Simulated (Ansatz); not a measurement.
The parent structure is Y in the hcp (Mg type) structure (space group P6_3/mmc, No. 194).

```xyz
2
Lattice="3.6826 0.0000 0.0000 -1.8413 3.1892 0.0000 0.0000 0.0000 5.6985" Properties=species:S:1:pos:R:3 pbc="T T T"
Y      0.0000     2.1261     4.2739
Y      1.8413     1.0631     1.4246
```

Cartesian axes are those of the cell as printed.

All numbers come from r2SCAN/PAW in Ansatz (an electronic-structure program), no SOC.

Before the change:

```
Item               Result
---------------  --------
Volume per atom  33.46 Å³
```

Now apply this change: uniaxial stress, 0.5 GPa compression along z, with the cell and atoms free to relax against it.

### Question
Estimate the effect on the energy relative to the base.

### Answer
The energy goes up by 0.4 meV/atom.

### Question
How does this affect the volume per atom?

### Answer
The volume per atom drops by 0.15 Å³, from 33.46 Å³ to 33.31 Å³.

Without a gap, meshes like the base's 15×15×8 leave anisotropic stresses uncertain by several tenths of a GPa, and small strain energies with them. Load acts through the strain it causes; cell and atoms are relaxed under it. Beyond what the load breaks, stability against distortions was not tested. All final runs are without spin polarisation.
